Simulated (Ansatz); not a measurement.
A computed series for InP: pressure series

Base system: InP in the zinc blende structure (space group F-43m, No. 216; a = 5.9594 Å).

Cell and atoms are relaxed at each pressure.

Calculations: Kohn–Sham DFT with the PBE functional, run in Ansatz (a first-principles code) with PAW and 420 eV plane waves, no spin-orbit coupling.

Candidates:
(a) pressure 0.3 GPa
(b) pressure −2 GPa
(c) pressure −1 GPa
(d) pressure 10 GPa
(e) pressure 3 GPa

Before the change:

| Property | Value |
|---|---|
| Band gap | 0.44 eV |

Q: Order them by band gap, lowest first.

A: (b) pressure −2 GPa (0.24 eV), (c) pressure −1 GPa (0.35 eV), (a) pressure 0.3 GPa (0.47 eV), (e) pressure 3 GPa (0.69 eV), (d) pressure 10 GPa (1.12 eV)

Load acts through the strain it causes; cell and atoms are relaxed under it. No phonon test of stability was made. Measured, InP leaves this structure (for rock salt) near 9.8 GPa (temperature not stated; as listed in Datta, Sujoy, Jana, Debnarayan, arXiv (2020)). A zero or small gap of InP under pressure −2 GPa can be the functional's error rather than a property of the material.
